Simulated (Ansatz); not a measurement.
The reference is PbTe in the rock salt structure (space group Fm-3m, No. 225).

```xyz
2
Lattice="0.0000 3.2847 3.2847 3.2847 0.0000 3.2847 3.2847 3.2847 0.0000" Properties=species:S:1:pos:R:3 pbc="T T T"
Te     3.2847     3.2847     3.2847
Pb     0.0000     0.0000     0.0000
```

Computed with PBE (Ansatz, a program for electronic structure; PAW; 420 eV plane waves; no spin-orbit coupling).

Strains are applied to the cell and any free atomic positions relax.

One change was made to it. Results:

The gap character is still direct at L; the mean gap deformation potential ΔEg/Δln V amounts to +1.9 eV; the electron mass goes from 0.31 mₑ along k, 0.11 mₑ across (at L) to 0.29 mₑ along k, 0.10 mₑ across (at L); the energy rises by 3.9 meV/atom.

Task: What was done to the base?
A. isotropic strain +2.50 %
B. isotropic strain +3.00 %
C. isotropic strain −1.50 %
D. isotropic strain −2.50 %
E. isotropic strain −1.00 %

Result: E, isotropic strain −1.00 %. For comparison, the electron mass in the other runs: isotropic strain −2.50 % gives 0.26 mₑ along k, 0.10 mₑ across (at L); isotropic strain +3.00 % gives 0.35 mₑ along k, 0.11 mₑ across (at L); isotropic strain +2.50 % gives 0.34 mₑ along k, 0.11 mₑ across (at L); isotropic strain −1.50 % gives 0.28 mₑ along k, 0.10 mₑ across (at L).

Spin-orbit coupling, missing from the scalar runs, can matter with Pb and Te. Effective masses come from finite differences of ±0.01 Å⁻¹. Along k means along the line from Γ to the band edge. No phonon test of stability was made.
